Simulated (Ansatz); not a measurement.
# A computed series for Hf: element substitutions

Take Hf in the hcp (Mg type) structure (space group P6_3/mmc, No. 194; a = 3.159 Å, c = 5.000 Å) as the base.

Each row replaces one element on all its sites; cell and atoms are relaxed.

Computed with PBEsol (Ansatz, an electronic-structure program; PAW; 420 eV plane waves; no spin-orbit coupling), earlier PAW set.

For the base:

The volume per atom is 21.60 Å³.

The aim is a volume per atom between 33.85 Å³ and 35.55 Å³. Which of these changes reaches it?
A) Hf → Sm
B) Hf → Ti
C) Hf → Ta

A, Hf → Sm. It gives 34.84 Å³; Hf → Ti gives 16.72 Å³; Hf → Ta gives 18.11 Å³. Changes not listed may reach it too

The magnetic state is the one reached from the starting moments; the real material's order can differ, and small cells can't hold many antiferromagnetic ones. The 4f electrons are in the valence with no U and their state was not checked, so volumes and moments can be off. No phonon test of stability was made. For Ta in this form, whether it has been made was not checked. Spin-polarised in the final run: Sm; the other runs are not. This is not the structure that Sm has at room temperature and ambient pressure. This is not the structure that Ta has at room temperature and ambient pressure.
